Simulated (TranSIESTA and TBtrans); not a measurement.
System: Al rod with one Ti atom on the axis. Leads: fcc Al rod along [100], layers of 5 and 4 atoms, a = 4.04 Å. Geometry: 13 atoms about the centre moved by SIESTA (PBE, SZP) to a largest force of 0.03 eV/Å, all others as built. Transport runs along z; the first 18 and the last 18 of the 72 atoms are the lead cells, repeated to infinity.

```xyz
72
Lattice="14.213 0.000 0.000 0.000 14.213 0.000 0.000 0.000 32.320" Properties=species:S:1:pos:R:3 pbc="F F T"
Al     7.107     7.107     0.000
Al     9.963     7.107     0.000
Al     7.107     9.963     0.000
Al     4.250     7.107     0.000
Al     7.107     4.250     0.000
Al     8.535     8.535     2.020
Al     5.678     8.535     2.020
Al     8.535     5.678     2.020
Al     5.678     5.678     2.020
Al     7.107     7.107     4.040
Al     9.963     7.107     4.040
Al     7.107     9.963     4.040
Al     4.250     7.107     4.040
Al     7.107     4.250     4.040
Al     8.535     8.535     6.060
Al     5.678     8.535     6.060
Al     8.535     5.678     6.060
Al     5.678     5.678     6.060
Al     7.107     4.250     8.080
Al     4.250     7.107     8.080
Al     7.107     7.107     8.080
Al     9.963     7.107     8.080
Al     7.107     9.963     8.080
Al     5.678     5.678    10.100
Al     8.535     5.678    10.100
Al     5.678     8.535    10.100
Al     8.535     8.535    10.100
Al     7.107     4.250    12.120
Al     4.250     7.107    12.120
Al     7.107     7.107    12.120
Al     9.963     7.107    12.120
Al     7.107     9.963    12.120
Al     5.621     5.621    14.102
Al     8.592     5.621    14.102
Al     5.621     8.592    14.102
Al     8.592     8.592    14.102
Al     7.107     4.300    16.160
Al     4.300     7.107    16.160
Ti     7.107     7.107    16.160
Al     9.913     7.107    16.160
Al     7.107     9.913    16.160
Al     5.621     5.621    18.218
Al     8.592     5.621    18.218
Al     5.621     8.592    18.218
Al     8.592     8.592    18.218
Al     7.107     4.250    20.200
Al     4.250     7.107    20.200
Al     7.107     7.107    20.200
Al     9.963     7.107    20.200
Al     7.107     9.963    20.200
Al     5.678     5.678    22.220
Al     8.535     5.678    22.220
Al     5.678     8.535    22.220
Al     8.535     8.535    22.220
Al     7.107     7.107    24.240
Al     9.963     7.107    24.240
Al     7.107     9.963    24.240
Al     4.250     7.107    24.240
Al     7.107     4.250    24.240
Al     8.535     8.535    26.260
Al     5.678     8.535    26.260
Al     8.535     5.678    26.260
Al     5.678     5.678    26.260
Al     7.107     7.107    28.280
Al     9.963     7.107    28.280
Al     7.107     9.963    28.280
Al     4.250     7.107    28.280
Al     7.107     4.250    28.280
Al     8.535     8.535    30.300
Al     5.678     8.535    30.300
Al     8.535     5.678    30.300
Al     5.678     5.678    30.300
```

Run with TranSIESTA and TBtrans (open boundaries, self-consistent; PseudoDojo norm-conserving potentials, scalar-relativistic): Spin polarized, PAO.BasisSize SZP, PAO.EnergyShift 0.15 eV, XC.Authors PBE, Mesh.Cutoff 150 Ry, ElectronicTemperature 300 K, TS.Voltage 0.0 eV, TBT.Elecs.Eta 0.001 eV.

Energies count from the leads' Fermi level. Transmissions are for each spin. The energy step is 0.02 eV; narrower resonances are cut or missed.

```
E (eV)  T up  T down
------  ----  ------
-0.20   4.67    5.51
-0.16   4.65    5.34
-0.12   4.63    5.20
-0.08   4.60    5.09
-0.04   4.57    4.98
0.00    4.54    4.88
0.04    4.49    4.70
0.08    4.52    5.19
0.12    4.51    5.37
0.16    4.50    5.48
0.20    4.49    5.55
```

**Question.** Give the zero-bias conductance in μS and the resistance at 300 K.

**Answer.** At the Fermi level the mean of both spins is (4.54 + 4.88)/2 = 4.71. Averaged with −∂f/∂E over the full grid (kT = 25.9 meV) it is 4.73. With G0 = 2e²/h = 77.48 μS, G = 366 μS and R = 1/G = 2.73 kΩ.

**Question.** Estimate the current at 0.2 V in linear response, and compare with the self-consistent run.

**Answer.** I = G V = 366 μS × 0.2 V = 73.2 μA; the self-consistent run gives 73.7 μA, 1.01 of it. Linear response leaves out the change of T over the bias window and the shift of levels under bias.

Moments were seeded on the central atoms alone, and one start was tried. The leads' channel count changes near 0.03 eV, within the thermal window, so values at the Fermi level hang on where that band edge falls. Moving central atoms between leads that stay as built scatters by itself, most near band edges, so not all of the loss belongs to a defect.
